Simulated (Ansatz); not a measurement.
Base system: SnTe in the rock salt structure (space group Fm-3m, No. 225; a = 6.370 Å). Axes: x, y, z lie along the cube axes.

Computed with r2SCAN in Ansatz (plane waves to 500 eV, PAW, scalar-relativistic without spin-orbit coupling).

Before the change:

| Item | Result |
|---|---|
| Valley order | L along ⟨111⟩ 0.13 eV; a point along ⟨110⟩, about 0.6 Å⁻¹ from Γ 0.63 eV; a point along ⟨100⟩, about 0.3 Å⁻¹ from Γ 1.00 eV |

Modification: tensile biaxial strain of 0.63 % in the plane normal to [111], as in epitaxy on a mismatched substrate; the out-of-plane cell vector and the atoms relax.

Predict the new valley order, in-plane stress, out-of-plane strain and energy relative to the base.

The valley order (the lowest conduction-band minima on the path, energy above the VBM, named in the base's zone) changes from L along ⟨111⟩ 0.13 eV; a point along ⟨110⟩, about 0.6 Å⁻¹ from Γ 0.63 eV; a point along ⟨100⟩, about 0.3 Å⁻¹ from Γ 1.00 eV to L along [111] 0.06 eV; L along [1-11] 0.14 eV; a point along [01-1], about 0.6 Å⁻¹ from Γ 0.66 eV; a point along [001], about 0.3 Å⁻¹ from Γ 1.00 eV; the mean in-plane stress (compression positive) amounts to -0.4 GPa; the out-of-plane strain amounts to -0.59 %; the energy rises by 0.6 meV/atom.

With Te present, leaving out spin-orbit coupling can change the band edges. The levels and masses belong to the bands next to the band gap. No phonon test of stability was made.

Ansatz is a first-principles code.
